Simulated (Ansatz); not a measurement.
## Response to strain in Rb2LiTlBr6

Start from Rb$_{2}$LiTlBr$_{6}$ (space group Fm-3m, No. 225; a = 10.814 Å; a cell from a computed database, its experimental status unchecked). Axes: x, y, z lie along the cube axes.

Strains are applied to the cell and any free atomic positions relax; under biaxial strain the out-of-plane vector relaxes too.

Method: Ansatz (a first-principles code), PBEsol, PAW, cutoff 420 eV, no SOC, earlier PAW set.

Notes on the quantities. pressure: mean of the normal stresses, compression positive; energy relative to the base: free energy F.

| change | space group | volume per atom | pressure | energy relative to the base |
|---|---|---|---|---|
| base | Fm-3m (No. 225) | 31.61 Å³ | -0.01 GPa | 0 meV/atom |
| biaxial strain −3.19 %, plane normal [001], relaxed out of plane | I4/mmm (No. 139) | 30.37 Å³ | 1.03 GPa | +8.9 meV/atom |
| biaxial strain −2.34 %, plane normal [001], relaxed out of plane | I4/mmm (No. 139) | 30.70 Å³ | 0.70 GPa | +4.6 meV/atom |
| biaxial strain −1.40 %, plane normal [110], relaxed out of plane | Immm (No. 71) | 31.10 Å³ | 0.35 GPa | +1.4 meV/atom |
| biaxial strain −1.16 %, plane normal [110], relaxed out of plane | Immm (No. 71) | 31.19 Å³ | 0.29 GPa | +1.0 meV/atom |
| isotropic strain −1.24 % | Fm-3m (No. 225) | 30.45 Å³ | 0.82 GPa | +2.8 meV/atom |
| isotropic strain +2.51 % | Fm-3m (No. 225) | 34.05 Å³ | -1.20 GPa | +10 meV/atom |
| uniaxial strain ε_zz = −1.49 % | I4/mmm (No. 139) | 31.14 Å³ | 0.32 GPa | +0.8 meV/atom |

Stability against distortions was not tested.
